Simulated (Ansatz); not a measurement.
The starting structures come from a database of crystals and need not be the phases stable at ambient conditions.

By PBEsol, the system below comes out a metal.

The ballistic (Sharvin) conductance counts the channels at the Fermi level: G/A = (e²/h) × channels of both spins per area.

Data:

```
Au
1.0
    2.81549     0.00000     0.00000
    1.13790     5.06470     0.00000
    0.01295    -0.66007     2.82410
Au
2
Direct
  0.67286   0.72594   0.33404
  0.32714   0.27406   0.66596
```

Space group of this cell: P-1. The cell is strained (lengths along the current scaled by 1.03, ions clamped); by PBEsol its mean pressure is -10.6 GPa.

The current flows along the normal of the first two printed cell vectors. No spin-orbit coupling; the value is a mean over 0.1 eV about the Fermi level.

Q: Predict the ballistic conductance per area from PBEsol run with Ansatz (a quantum-chemistry and plane-wave program).

A: 0.77 × 10¹⁵ S/m² for both spins.
